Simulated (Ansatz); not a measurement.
Short convergence ladders for BAs (F-43m, 2 atoms in the cell)

```xyz
2
Lattice="0.0000 2.3828 2.3828 2.3828 0.0000 2.3828 2.3828 2.3828 0.0000" Properties=species:S:1:pos:R:3 pbc="T T T"
B      0.0000     0.0000     0.0000
As     1.1914     1.1914     1.1914
```

Base method: PBE, PAW files (plane waves; Ansatz, a program for electronic structure).

Base settings: basis.ecutwfc = 420 eV; kpoints.mp_grid.grid = 9 9 9; hamiltonian.xc = pbe; hamiltonian.pseudopotentials = {kind: paw} (the program's default PAW files); scf.occupations.method = fermi_dirac; scf.occupations.width = 0.02 eV.

Core times come from one kind of shared machine, to one figure; runs under 30 s give none.

**Zone-centre phonons against the cutoff**

In this ladder: scf.occupations.method = fixed; scf.occupations.width = default; phonons.method = dfpt; phonons.dielectric = true; phonons.rigid_motions = translations.

The mesh stays at the base's, so the ladder's end is converged at best in this setting alone.

Frequencies are those of the unrelaxed cell, without the LO-TO term of polar crystals.

Only quantities that move along the ladder and can be compared are tabulated.

ε∞ and Born charges come from denser meshes that the program picks itself.

| basis.ecutwfc | highest zone-centre frequency (cm⁻¹) | largest Born charge (mean of the diagonal) (e) |
|---|---|---|
| 210 eV | 719.6 | 0.416 |
| 250 eV | 713.1 | 0.518 |
| 295 eV | 699.9 | 0.512 |
| 355 eV | 695.5 | 0.518 |
| 420 eV | 696.1 | 0.521 |
| 505 eV | 696.2 | 0.521 |
| 630 eV | 696.1 | 0.521 |

Coarsest basis.ecutwfc that holds the largest Born charge (mean of the diagonal) within 0.01 e of the last step, with all finer ones: 250 eV; the step before is off by 0.10 e.

Coarsest basis.ecutwfc that holds the highest zone-centre frequency within 10 cm⁻¹ of the last step, with all finer ones: 295 eV; the step before is off by 17 cm⁻¹.

**Zone-centre phonons against the mesh**

In this ladder: scf.occupations.method = fixed; scf.occupations.width = default; phonons.method = dfpt; phonons.dielectric = true; phonons.rigid_motions = translations.

Frequencies are those of the unrelaxed cell, without the LO-TO term of polar crystals.

Only quantities that move along the ladder and can be compared are tabulated.

```csv
kpoints.mp_grid.grid,highest zone-centre frequency (cm⁻¹),core time / last (rough)
3 3 3,735.9,–
4 4 4,710.1,–
5 5 5,701.3,–
6 6 6,698.0,–
7 7 7,696.8,–
11 11 11,696.0,0.3
14 14 14,696.0,0.5
18 18 18,696.0,0.6
22 22 22,696.0,1
```

Coarsest kpoints.mp_grid.grid that holds the highest zone-centre frequency within 1 cm⁻¹ of the last step, with all finer ones: 7 7 7; the step before is off by 2.0 cm⁻¹.

**The q mesh of the phonons**

In this ladder: kpoints.mp_grid.grid = 12 12 12; scf.occupations.method = fixed; scf.occupations.width = default; phonons.method = dfpt; phonons.dielectric = true; phonons.rigid_motions = translations.

Only quantities that move along the ladder and can be compared are tabulated.

Thermal sums run over frequencies interpolated from this q mesh.

| phonons.qmesh | zero-point energy (meV/atom) | vibrational free energy at 300 K (meV/atom) | core time / last (rough) |
|---|---|---|---|
| 1 1 1 | 81.11 | 60.75 | 0.3 |
| 2 2 2 | 81.85 | 59.43 | 0.8 |
| 3 3 3 | 81.74 | 60.55 | 1 |

Coarsest phonons.qmesh that holds the vibrational free energy at 300 K within 1 meV/atom: not settled: the last two steps still differ by 1.1 meV/atom, over half the tolerance, so the ladder does not show it.

Coarsest phonons.qmesh that holds the zero-point energy within 0.5 meV/atom of the last step, with all finer ones: 2 2 2; the step before is off by 0.63 meV/atom.

On the base run: the starting cell has typed, rounded lattice constants, without a prior relaxation at this level. Its lattice was rescaled by up to half a per cent. In the base run, with a pressure of about 4 GPa the cell is away from its equilibrium volume at this level.

Keys are those of Ansatz 0.2.
